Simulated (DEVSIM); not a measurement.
Structure: illuminated Si p-on-n cell, one wavelength, at 350 K.

| layer (left to right) | material | thickness (μm) | Nd (cm⁻³) | Na (cm⁻³) | τn (s) | τp (s) | absorption coefficient (cm⁻¹) |
|---|---|---|---|---|---|---|---|
| 1 | Si | 0.0590 | - | 1e18 | 5.1e-7 | 2e-7 | 8000 |
| 2 | Si | 120 | 1.2e16 | - | 2.2e-6 | 2.2e-6 | 8000 |

Left contact: ohmic, minority electron recombination velocity 500 cm/s. Right contact: ohmic, minority hole recombination velocity 8000 cm/s. Voltage is applied to the left contact. Recombination: SRH at mid-gap, radiative, Auger. Gap narrowing is on: ΔEg = 6.92 meV × (l + √(l² + 0.5)), l = ln(N/1.3e17 cm⁻³), shared equally by both band edges. Light enters at the left, 1.3e18 photons cm⁻² s⁻¹, one pass, no reflection. Mobility is μmin + (μ − μmin)/(1 + (N/Nref)^α).

Constants are typed, rounded textbook-type inputs, not results; the design itself was drawn at random and stands for no fabricated device. Values at 300 K; Nc and Nv go as T^1.5, mobilities as T to minus their exponent, the gap by Varshni's rule with the affinity fixed.

| parameter | Si |
|---|---|
| gap (eV) | 1.124 |
| affinity (eV) | 4.05 |
| permittivity | 11.7 |
| Nc (cm⁻³) | 2.86e19 |
| Nv (cm⁻³) | 3.1e19 |
| μn (cm²/Vs) | 1417 |
| μp (cm²/Vs) | 470 |
| μn,min | 52 |
| μp,min | 45 |
| Nref,n | 9.7e16 |
| Nref,p | 2.2e17 |
| αn | 0.68 |
| αp | 0.72 |
| T exponent of μn | 2.3 |
| T exponent of μp | 2.2 |
| B (cm³/s) | 4.7e-15 |
| Cn (cm⁶/s) | 2.8e-31 |
| Cp (cm⁶/s) | 9.9e-32 |
| Varshni α (eV/K) | 0.000473 |
| Varshni β (K) | 636 |

Simulated with DEVSIM: 1D drift-diffusion, Boltzmann statistics, complete ionisation; no tunnelling, impact ionisation, image-force lowering or self-heating.

The temperature was swept, all else fixed.

| temperature (K) | dark forward voltage at 100 A/cm² (V) | largest power (mW/cm²) | dark forward voltage at 1 A/cm² (V) | short-circuit current (mA/cm²) |
|---|---|---|---|---|
| 250 | 0.951 | 132 | 0.783 | 205 |
| 300 | 0.902 | 109 | 0.690 | 204 |
| 350 | 0.856 | 85.7 | 0.594 | 204 |
| 400 | 0.811 | 63.3 | 0.496 | 204 |
| 450 | 0.769 | 41.8 | 0.397 | 203 |
| 500 | 0.729 | 22.3 | 0.297 | 203 |

From the first row to the last the dark forward voltage at 100 A/cm² goes from 0.951 to 0.729. From the first row to the last the largest power goes from 132 to 22.3.
